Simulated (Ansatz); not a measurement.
Start from MoSi₂ (space group I4/mmm, No. 139; a = 3.174 Å, c = 7.779 Å; relaxed with 0.1 eV smearing).

The values are results of LDA in Ansatz (plane waves to 420 eV, PAW, no SOC), not measurements.

Strains are applied to the cell and any free atomic positions relax.

One change was made to it. Results:

| quantity | base | after |
|---|---|---|
| energy relative to the base (free energy F) | 0 meV/atom | +2.1 meV/atom |
| pressure (mean of the normal stresses, compression positive) | 0.0 GPa | 3.5 GPa |

Question: Name the change that was made.
(A) isotropic strain +2.50 %
(B) isotropic strain +2.00 %
(C) isotropic strain −2.50 %
(D) isotropic strain −0.50 %

Answer: D, isotropic strain −0.50 %. For comparison, the energy relative to the base in the other runs: isotropic strain +2.50 % gives +48 meV/atom; isotropic strain +2.00 % gives +31 meV/atom; isotropic strain −2.50 % gives +56 meV/atom.

Whether these cells are dynamically stable was not tested. The final runs are not spin-polarised.

Ansatz is a quantum-chemistry and plane-wave program.
